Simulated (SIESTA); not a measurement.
Band structure of ScSi2Cu2 (I4/mmm, 5 atoms in the cell).

```
CELL_PARAMETERS angstrom
     -1.90284     1.90284     5.01380
      1.90284    -1.90284     5.01380
      1.90284     1.90284    -5.01380
ATOMIC_POSITIONS crystal
  Sc 0.00000 0.00000 0.00000
  Si 0.61353 0.61353 0.00000
  Si 0.38647 0.38647 0.00000
  Cu 0.25000 0.75000 0.50000
  Cu 0.75000 0.25000 0.50000
```

Level of theory: LDA PW92, numerical atomic orbitals DZP, PseudoDojo LDA standard norm-conserving potentials (rewritten from UPF to PSML) (SIESTA).

Settings: XC.functional = LDA; XC.authors = PW92; potentials = PseudoDojo LDA standard; PAO.BasisSize = DZP; PAO.EnergyShift = 0.01 Ry; MeshCutoff = 350 Ry; kgrid.MonkhorstPack = 9 9 9; OccupationFunction = FD; ElectronicTemperature = 0.136 eV; MaxSCFIterations = 150; SCF.Mixer.Method = Pulay; SCF.Mixer.Weight = 0.1; SCF.Mixer.History = 6; SCF.DM.Tolerance = 1.0E-05.

The starting cell comes from a database of computed structures (which also holds hypothetical and non-ambient phases and stackings), without a prior relaxation at this level. Its lattice was rescaled by a random factor within 2.5 % of one. Spin polarisation is off. Values carry the incompleteness of an atom-centred basis.

Levels in eV from the Fermi level, bands 26 to 31:
```
point     26     27     28     29    30    31
-----  -----  -----  -----  -----  ----  ----
Γ      -1.52  -1.52  -0.78   0.73  0.73  1.56
X      -3.27  -2.37  -2.20  -2.15  2.18  2.21
Y      -2.88  -2.37  -2.02  -1.82  1.88  2.04
S      -1.68  -1.49  -1.29   0.79  1.44  2.18
Z      -1.69  -1.29  -0.48   1.27  1.27  1.51
S1     -1.68  -1.49  -1.29   0.79  1.44  2.18
N      -3.05  -1.25  -0.04   0.04  1.37  2.12
P      -2.87  -2.87  -2.15  -2.15  1.10  2.64
Y1     -2.88  -2.37  -2.02  -1.82  1.88  2.04
```

Bands cross the Fermi level along this path, so the cell is metallic at this level.

Higher empty bands are left out: an atom-centred basis made for the valence describes them poorly.
